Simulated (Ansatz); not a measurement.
ZnS (model structure, started from the NiAs type, P6₃/mmc, No. 194, 4 atoms in the cell), treated with LDA (Ansatz, a program for electronic structure, plane waves, PAW).

Settings: plane-wave cutoff 520 eV, 12×12×6 k mesh (along the axes of the cell as run), Fermi–Dirac smearing 0.01 eV, scalar-relativistic PAW data made under PBE.

Cell (relaxed with PBEsol):

```xyz
4
Lattice="3.5648 0.0000 0.0000 -1.7824 3.0872 0.0000 0.0000 0.0000 5.8163" Properties=species:S:1:pos:R:3 pbc="T T T"
Zn     0.0000     0.0000     0.0000
Zn     0.0000     0.0000     2.9081
S      0.0000     2.0582     1.4541
S      1.7824     1.0291     4.3622
```

Predict the band gap and smallest direct gap on the k points sampled.


* **band gap**: 0.14 eV (indirect)
* **smallest direct gap on the k points sampled**: 1.64 eV

Note: the relaxation could raise the start's symmetry but not lower it, so the cell can be a saddle point; cell and atoms aren't relaxed at this level (pressure -3.1 GPa).

Static lattice: no zero-point or thermal effects.

It cost roughly 13 core-seconds of CPU time.

A model structure was made by putting elements into a prototype or built by hand; it is no filed structure, need not be a known phase, and can be a saddle point held by its symmetry.
